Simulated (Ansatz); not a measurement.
Functionals compared on the (33-61) surface of hcp Be in its 1x1 cell, outermost plane spacing 0.19 Å in the ideal cut, in Ansatz (plane waves, PAW). The structure was relaxed with PBE; the other rows are single points on it. Cutoff 420 eV (500 eV for r2SCAN).

Slab: 57 atoms, 10.5 Å thick at the start (thin: gaps and levels are the slab's own); k 10x4x1, smearing 0.1 eV, dipole-corrected; all atoms relaxed; no symmetry held; no spin, no spin-orbit, no U. These notes are the PBE run's.

```json
[
 {"functional": "PBE", "work function of the top face (eV)": "4.23", "rough cost of the single point": "–"},
 {"functional": "LDA", "work function of the top face (eV)": "4.40", "rough cost of the single point": "around 5 core-minutes (rough)"},
 {"functional": "PBEsol", "work function of the top face (eV)": "4.28", "rough cost of the single point": "around 5 core-minutes (rough)"},
 {"functional": "RPBE", "work function of the top face (eV)": "4.14", "rough cost of the single point": "very roughly 6 core-minutes"},
 {"functional": "r2SCAN", "work function of the top face (eV)": "(withheld)", "rough cost of the single point": "very roughly 8 core-minutes"}
]
```

Problem. Fill in the missing entries.

Solution. 
- r2SCAN, work function of the top face (eV): 4.22

Ansatz is an electronic-structure program.
